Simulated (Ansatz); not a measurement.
An Ansatz (a quantum-chemistry and plane-wave program) run: hypothetical diamond Ir with a change (pressure 0.7 GPa); PBEsol/PAW in Ansatz, no SOC.

Input:

Ansatz 0.2 input:
```yaml
crystal:
  lattice:
    - [0, 2.7517522557, 2.7517522557]
    - [2.7517522557, 0, 2.7517522557]
    - [2.7517522557, 2.7517522557, 0]
  atoms:
    - { symbol: Ir, position: [0.75, 0.75, 0.75] }
    - { symbol: Ir, position: [0.5, 0.5, 0.5] }
basis: { ecutwfc: 420, ecutrho_ratio: 4, xc_grid: 2, fft_grid_basis: typed }
kpoints: { mp_grid: { grid: [15, 15, 15] } }
hamiltonian:
  xc: pbesol
  dispersion: none
  pseudopotentials: { kind: paw }
scf: { occupations: { method: fermi_dirac, width: 0.05 } }
relax: { f_tol: 0.01, max_steps: 60, cell: { stress_tol: 0.02, p_target: 0.7 } }
output: { forces: true, stress: true }
checkpoint: { write: state.ck, write_every: 1000 }
```

Output (explanatory and most iteration lines left out):

```
Relaxation: its limit of steps is 60 (relax.max_steps)
Pseudopotential: Ir, paw, valence charge 17
Crystal: 2 atoms, lattice volume = 41.673 Å³
Basis set: ecut = 420 eV, 869 PW (Γ), exchange–correlation on 54×54×54 points (8 copies of the dense FFT grid, shifted against one another)
Bands: 21, of which v1, the nominal top of the filled ones, is band 17 counted from 1 (16 counted from 0)
Symmetry: 48 space group operations
Space group: Fd-3m (ITA 227), of the structure as read, at distance tolerance 3.5e-5 Å
k-points: 120 of 3375
Functional: x = pbesol(κ = 0.804, μ = 0.12345679012345678), c = pbesol(β = 0.046)
SCF iter   1: F=—  HF=-23595.658139 eV  |F-HF|=—  |Δ(HF+E_count)|=         —  Δρ=9.34e-3  dr2=8.92e-3  ethr=1.77e-3  ⟨swp⟩=5.9  Hψ=10792  notcnv=0
SCF iter   2: F=—  HF=-23595.660599 eV  |F-HF|=—  |Δ(HF+E_count)|=   2.46e-3  Δρ=1.55e-3  dr2=5.32e-4  ethr=2.62e-5  ⟨swp⟩=2.0  Hψ=5042  notcnv=0
SCF 1 converged in 6 iterations: F = -23595.660468 eV  dr2 = 2.10e-8
relax step   1: F+E_penalty+E_count = -23595.66046752 eV  Δ(F+E_penalty+E_count) = +0.000e0 eV  max|allowed force component| = 2.313e-18 eV/Å  Δτ_max = 0.0000 Å  P = +0.300 GPa  Ω = 41.673 Å³  (6 SCF iters, dr2 threshold 1.00e-7 eV, accepted)
[... steps on the carried basis left out ...]
relax step   4: F+E_penalty+E_count = -23595.66021888 eV  Δ(F+E_penalty+E_count) = +2.218e-5 eV  max|allowed force component| = 7.748e-17 eV/Å  Δτ_max = 0.0000 Å  P = +0.699 GPa  Ω = 41.594 Å³  stress off target by 5.37e-4 GPa  SCF on the basis re-selected at this cell (its energy is not comparable with the rows above)  (8 SCF iters)
SCF converged after 8 iterations
Free energy (F): -23595.660219 eV
Internal energy: -23595.642975 eV  (E = F + TS)
E sigma→0 (E₀):  -23595.651597 eV
Entropy (-TS):   -0.017244 eV (-8.622 meV/atom)
Fermi energy:    15.939341 eV
--- Forces (eV/Å), atoms counted from 1 ---
  atom   1  Ir    -0.00000000    -0.00000000    -0.00000000
  atom   2  Ir     0.00000000     0.00000000     0.00000000
--- Stress (GPa, compression-positive) ---
        0.699463      -0.000000      -0.000000
       -0.000000       0.699463       0.000000
       -0.000000       0.000000       0.699463
  P = ⅓ Tr σ = 0.6995 GPa (6.995 kbar)
--- Relaxed structure (3 steps of the walk, 3 accepted, 1 SCFs on fresh bases) ---
  cell:  # Å, volume = 41.5936 Å³
    - [-1.3216121210322935e-34, 2.749997553423927, 2.749997553423927]
    - [2.749997553423927, -2.085917925966632e-34, 2.749997553423927]
    - [2.749997553423927, 2.749997553423927, -3.694144723849303e-34]
  atoms:
    - { symbol: Ir, position: [0.75, 0.75, 0.75] }
    - { symbol: Ir, position: [0.49999999999999994, 0.49999999999999994, 0.49999999999999994] }
```

Load acts through the strain it causes; cell and atoms are relaxed under it. No phonon test of stability was made. The final runs are not spin-polarised. The cell was made from Ir in the diamond structure (space group Fd-3m, No. 227; a hypothetical phase, not in the database extracts checked) by this change: pressure 0.7 GPa.
